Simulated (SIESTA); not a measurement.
**Input and output of a self-consistent single point for MoS2 (R-3m, 3 atoms in the cell) (SIESTA)**

Computed with SIESTA with GGA PBEsol, numerical atomic orbitals TZP, PseudoDojo PBEsol standard norm-conserving potentials (rewritten from UPF to PSML).

This input was run:

```
# files in the folder: Mo.psml S.psml (PseudoDojo PBEsol standard)
SystemName  MoS2
SystemLabel MoS2

NumberOfAtoms                3
NumberOfSpecies              2
%block ChemicalSpeciesLabel
  1 42 Mo
  2 16 S
%endblock ChemicalSpeciesLabel
LatticeConstant              1.0 Ang
%block LatticeVectors
     1.560919000    0.901197000    6.190603000
    -1.560919000    0.901197000    6.190603000
     0.000000000   -1.802393000    6.190603000
%endblock LatticeVectors
AtomicCoordinatesFormat      Ang
%block AtomicCoordinatesAndAtomicSpecies
     0.000000000    0.000000000    0.000000000  1
    -0.000000000    0.000000249    4.621594670  2
     0.000000000    0.000000751   13.950214330  2
%endblock AtomicCoordinatesAndAtomicSpecies

XC.functional                GGA
XC.authors                   PBEsol
PAO.BasisSize                TZP
PAO.EnergyShift              0.01 Ry
MeshCutoff                   400 Ry
%block kgrid.MonkhorstPack
   12   0   0  0.0
    0  12   0  0.0
    0   0  12  0.0
%endblock kgrid.MonkhorstPack
OccupationFunction           MP
OccupationMPOrder            0
ElectronicTemperature        200.0 meV

MaxSCFIterations             150
SCF.Mixer.Method             Pulay
SCF.Mixer.Weight             0.2
SCF.Mixer.History            6
SCF.DM.Tolerance             1.0E-05
Diag.ParallelOverK           true
WriteForces                  true
```

Log, with long lists cut:

```
reinit: Reading from file input.fdf

reinit: System Name: MoS2
reinit: System Label: MoS2

coor:   Atomic-coordinates input format  =     Cartesian coordinates
coor:                                          (in Angstroms)

siesta: Atomic coordinates (Bohr) and species
siesta:      0.00000   0.00000   0.00000  1        1
siesta:     -0.00000   0.00000   8.73355  2        2
siesta:      0.00000   0.00000  26.36208  2        3

siesta: System type = bulk

initatomlists: Number of atoms, orbitals, and projectors:      3    59    54

siesta: ******************** Simulation parameters ****************************
redata: Spin configuration                          = none
redata: Time-Reversal Symmetry                      = T
redata: Number of Atomic Species                    =        2
redata: Mesh Cutoff                                 =   400.0000 Ry
redata: Net charge of the system                    =     0.0000 |e|
redata: Min. number of SCF Iter                     =        0
redata: Max. number of SCF Iter                     =      150
redata: SCF convergence failure will abort job
redata: SCF mix quantity                            = Hamiltonian
redata: Mix DM or H after convergence               =   F
redata: Recompute H after scf cycle                 =   F
redata: Mix DM in first SCF step                    =   T
redata: No kicks to SCF
redata: DM Mixing Weight for Kicks                  =     0.5000
redata: Require Harris convergence for SCF          =   F
redata: Harris energy tolerance for SCF             =     0.000100 eV
redata: Require DM convergence for SCF              =   T
redata: DM tolerance for SCF                        =     0.000010
redata: Require EDM convergence for SCF             =   F
redata: EDM tolerance for SCF                       =     0.001000 eV
redata: Require H convergence for SCF               =   T
redata: Hamiltonian tolerance for SCF               =     0.001000 eV
redata: Require (free) Energy convergence for SCF   =   F
redata: (free) Energy tolerance for SCF             =     0.000100 eV
redata: Using DFT-D3 dispersion                     =   F
redata: Using Saved Data (generic)                  =   F
redata: Method of Calculation                       = Diagonalization
redata: Electronic Temperature                      =  2320.9036 K
redata: Number of TDED substeps                     =        3
redata: Dynamics option                             = Single-point calculation
redata: Save all siesta data in one NC              =   F
redata: ***********************************************************************

%block SCF.Mixers
  Pulay
%endblock SCF.Mixers

%block SCF.Mixer.Pulay
  # Mixing method
  method pulay
  variant stable

  # Mixing options
  weight 0.2000
  weight.linear 0.2000
  history 6
%endblock SCF.Mixer.Pulay

DM_history_depth set to one: no extrapolation allowed by default for geometry relaxation
Size of DM history Fstack: 1
Total number of electrons:    26.000000
Total ionic charge:    26.000000

* ProcessorY, Blocksize:    1  60

* Orbital distribution balance (max,min):    59    59

k-point displ. along   1 input, could be:     0.00    0.50
k-point displ. along   2 input, could be:     0.00    0.50
k-point displ. along   3 input, could be:     0.00    0.50
 Kpoints in:         1008 . Kpoints trimmed:          948

siesta: k-grid: Number of k-points = 948
siesta: k-points from Monkhorst-Pack grid
siesta: k-cutoff (effective) =    18.731 Ang
siesta: k-point supercell and displacements
siesta: k-grid:    12     0     0      0.000
siesta: k-grid:     0    12     0      0.000
siesta: k-grid:     0     0    12      0.000

diag: Algorithm                                     = D&C
diag: Parallel over k                               =   F
diag: Use parallel 2D distribution                  =   F
diag: Parallel block-size                           = 60
diag: Parallel distribution                         =     1 x     1
diag: Used triangular part                          = Lower
diag: Absolute tolerance                            =  0.100E-15
diag: Orthogonalization factor                      =  0.100E-05
diag: Memory factor                                 =  1.0000

superc: Internal auxiliary supercell:     7 x     7 x     7  =     343
superc: Number of atoms, orbitals, and projectors:   1029  20237  18522

                        Single-point calculation

superc: Internal auxiliary supercell:     7 x     7 x     7  =     343
superc: Number of atoms, orbitals, and projectors:   1029  20237  18522

outcell: Unit cell vectors (Ang):
        1.560919    0.901197    6.190603
       -1.560919    0.901197    6.190603
        0.000000   -1.802393    6.190603

outcell: Cell vector modules (Ang)   :    6.447650    6.447650    6.447650
outcell: Cell angles (23,13,12) (deg):     28.0200     28.0200     28.0200
outcell: Cell volume (Ang**3)        :     52.2497
new_DM -- step:     1
Initializing Density Matrix...

Attempting to read DM from file... Failed...
DM filled with atomic data:

InitMesh: MESH = 80 x 80 x 80 = 512000
InitMesh: Mesh cutoff (required, used) =   400.000   461.547 Ry

stepf: Methfessel-Paxton step function
       Using Hermite-Gauss polynomials of order  0

        iscf     Eharris(eV)        E_KS(eV)     FreeEng(eV)     dDmax    Ef(eV) dHmax(eV)
   scf:    1    -2463.230354    -2497.976544    -2497.999549  1.139493 -2.177756 21.958274
   scf:    2    -2507.523892    -2511.554847    -2511.575593  0.335597 -3.595582  3.016913
   scf:    3    -2512.535104    -2512.416193    -2512.439383  0.126957 -3.463179  1.971275
   scf:    4    -2512.468338    -2512.552371    -2512.573462  0.104218 -3.704231  1.035174
   scf:    5    -2508.473762    -2511.318876    -2511.344143  0.090643 -3.432709  6.181433
   scf:    6    -2512.914673    -2512.613837    -2512.637116  0.077175 -3.723891  0.278457
   [... 2 lines left out ...]
   scf:    9    -2512.616194    -2512.616509    -2512.639623  0.001104 -3.736828  0.055062
   scf:   10    -2512.616707    -2512.616654    -2512.639728  0.000703 -3.739498  0.001137
   scf:   11    -2512.616653    -2512.616653    -2512.639728  0.000027 -3.739463  0.000076
   scf:   12    -2512.616655    -2512.616654    -2512.639728  0.000056 -3.739509  0.000014
   scf:   13    -2512.616654    -2512.616654    -2512.639728  0.000001 -3.739511  0.000010

SCF Convergence by DM+H criterion
max |DM_out - DM_in|         :     0.0000012669
max |H_out - H_in|      (eV) :     0.0000101180
SCF cycle converged after 13 iterations

Using DM_out to compute the final energy and forces

siesta: E_KS(eV) =            -2512.6167

siesta: E_KS - E_eggbox =     -2512.6167

siesta: Atomic forces (eV/Ang):
     1    0.000000   -0.000000   -0.000000
     2    0.000000    0.000003   -0.703459
     3   -0.000000   -0.000003    0.703459
   Tot    0.000000    0.000000    0.000000
   Max    0.703459
   Res    0.331614    sqrt( Sum f_i^2 / 3N )
   Max    0.703459    constrained

Stress tensor Voigt[x,y,z,yz,xz,xy] (kbar):      -20.08      -20.08      -42.99        0.00        0.00        0.00
(Free)E + p*V (eV/cell)    -2511.7358
Target enthalpy (eV/cell)    -2512.6397

siesta: Program's energy decomposition (eV):
siesta: Ebs     =      -544.151360
siesta: Eions   =      4490.688509
siesta: Ena     =      1254.914147
siesta: Ekin    =       817.064821
siesta: Enl     =       315.477931
siesta: Eso     =         0.000000
siesta: Edftu   =         0.000000
siesta: DEna    =        40.471151
siesta: DUscf   =         1.477733
siesta: DUext   =         0.000000
siesta: Ex      =      -410.692153
siesta: Ec      =       -40.641775
siesta: Exc     =      -451.333928
siesta: Eharris =     -2512.616654
siesta: Etot    =     -2512.616654
siesta: FreeEng =     -2512.639728

siesta: Atomic forces (eV/Ang):
siesta:      1    0.000000   -0.000000   -0.000000
siesta:      2    0.000000    0.000003   -0.703459
siesta:      3   -0.000000   -0.000003    0.703459
siesta: ----------------------------------------
siesta:    Tot    0.000000    0.000000    0.000000

siesta: Stress tensor (static) (eV/Ang**3):
siesta:    -0.012533    0.000000   -0.000000
siesta:     0.000000   -0.012534    0.000000
siesta:     0.000000    0.000000   -0.026835

siesta: Cell volume =         52.249742 Ang**3

siesta: Pressure (static):
siesta:                Solid            Molecule  Units
siesta:           0.00018843         -0.00026754  Ry/Bohr**3
siesta:           0.01730060         -0.02456437  eV/Ang**3
siesta:          27.71861941        -39.35646696  kBar
```

The run converged in 13 iterations.

The starting cell comes from a database of computed structures (which also holds hypothetical and non-ambient phases and stackings), without a prior relaxation at this level. Its lattice was rescaled by a random factor within 2.5 % of one. Spin polarisation is off. Values carry the incompleteness of an atom-centred basis.

Cost on one core of a shared machine: roughly 6 min.
